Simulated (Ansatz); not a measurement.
Results of r²SCAN in Ansatz (PAW) for C (model structure, P4₁2₁2, No. 92, 12 atoms in the cell).

Numerical settings: plane-wave cutoff 560 eV, 14×14×14 k mesh, Fermi–Dirac smearing 0.05 eV, scalar-relativistic PAW data made under PBE.

Cell (relaxed at this level):

```cif
data_C12
_chemical_formula_sum 'C12'
_space_group_name_H-M_alt 'P 1'
_space_group_IT_number 1
_cell_length_a 3.79551
_cell_length_b 3.79551
_cell_length_c 4.67200
_cell_angle_alpha 90.000
_cell_angle_beta 90.000
_cell_angle_gamma 90.000
loop_
_space_group_symop_operation_xyz
  'x, y, z'
loop_
_atom_site_label
_atom_site_type_symbol
_atom_site_fract_x
_atom_site_fract_y
_atom_site_fract_z
_atom_site_occupancy
C1 C 0.92397 0.07603 0.75000 1
C2 C 0.42397 0.42397 0.00000 1
C3 C 0.07603 0.92397 0.25000 1
C4 C 0.57603 0.57603 0.50000 1
C5 C 0.62115 0.16705 0.53361 1
C6 C 0.33295 0.12115 0.78361 1
C7 C 0.37885 0.83295 0.03361 1
C8 C 0.66705 0.87885 0.28361 1
C9 C 0.12115 0.33295 0.21639 1
C10 C 0.83295 0.37885 0.96639 1
C11 C 0.87885 0.66705 0.71639 1
C12 C 0.16705 0.62115 0.46639 1
```

**Question.** Predict the band gap.

**Answer.** 
- band gap: 5.38 eV (on the SCF k mesh)

Note: the relaxation could raise the start's symmetry but not lower it, so the cell can be a saddle point.

Computed values are for the static lattice.

Cost on a shared machine: roughly 26 core-minutes.

A model structure was made by putting elements into a prototype or built by hand; it is no filed structure, need not be a known phase, and can be a saddle point held by its symmetry.

Ansatz is a first-principles code.
